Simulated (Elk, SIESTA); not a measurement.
A SIESTA input for a self-consistent single point of MgAl₃ (I4/mmm, 4 atoms in the cell) (DFT, GGA PBEsol, numerical atomic orbitals DZP, PseudoDojo PBEsol standard norm-conserving potentials (rewritten from UPF to PSML)):

```
# files in the folder: Mg.psml Al.psml (PseudoDojo PBEsol standard)
SystemName  MgAl3
SystemLabel MgAl3

NumberOfAtoms                4
NumberOfSpecies              2
%block ChemicalSpeciesLabel
  1 12 Mg
  2 13 Al
%endblock ChemicalSpeciesLabel
LatticeConstant              5.034428 Ang
%block LatticeVectors
    -0.406296405    0.406296405    0.818441539
     0.406296405   -0.406296405    0.818441539
     0.406296405    0.406296405   -0.818441539
%endblock LatticeVectors
AtomicCoordinatesFormat      Fractional
%block AtomicCoordinatesAndAtomicSpecies
     0.000000000    0.000000000    0.000000000  1
     0.500000000    0.500000000    0.000000000  2
     0.250000000    0.750000000    0.500000000  2
     0.750000000    0.250000000    0.500000000  2
%endblock AtomicCoordinatesAndAtomicSpecies

XC.functional                GGA
XC.authors                   PBEsol
PAO.BasisSize                DZP
PAO.EnergyShift              0.005 Ry
MeshCutoff                   300 Ry
%block kgrid.MonkhorstPack
    8   0   0  0.0
    0   8   0  0.0
    0   0   8  0.0
%endblock kgrid.MonkhorstPack
OccupationFunction           MP
OccupationMPOrder            0
ElectronicTemperature        1160.45 K

MaxSCFIterations             150
SCF.Mixer.Method             Pulay
SCF.Mixer.Weight             0.2
SCF.Mixer.History            8
SCF.DM.Tolerance             1.0E-05
Diag.ParallelOverK           true
WriteForces                  true
```

Give the Elk input for the same structure, mesh, smearing and functional.

One input that does it (others would too):

```
tasks
  0

xctype
  22

rgkmax
  7.5

gmaxvr
  16.0

nxlo
  2

lorbcnd
  .true.

lmaxi
  2

stype
  0

swidth
  0.00367493

avec
   -3.8653780961    3.8653780961    7.7863991780
    3.8653780961   -3.8653780961    7.7863991780
    3.8653780961    3.8653780961   -7.7863991780

sppath
  './'

atoms
  2   : nspecies
  'Mg.in'   : spfname
  1   : natoms; atposl, bfcmt below
  0.0000000000  0.0000000000  0.0000000000    0.0 0.0 0.0
  'Al.in'   : spfname
  3   : natoms; atposl, bfcmt below
  0.5000000000  0.5000000000  0.0000000000    0.0 0.0 0.0
  0.2500000000  0.7500000000  0.5000000000    0.0 0.0 0.0
  0.7500000000  0.2500000000  0.5000000000    0.0 0.0 0.0

ngridk
  8 8 8
```

Basis, cutoffs, solver keys and any potentials are the target program's own. This input uses DFT, PBEsol, all-electron FP-LAPW, Elk's shipped species files, APW+lo basis with extra local orbitals.

The starting cell comes from a database of computed structures (which also holds hypothetical and non-ambient phases and stackings), without a prior relaxation at this level.
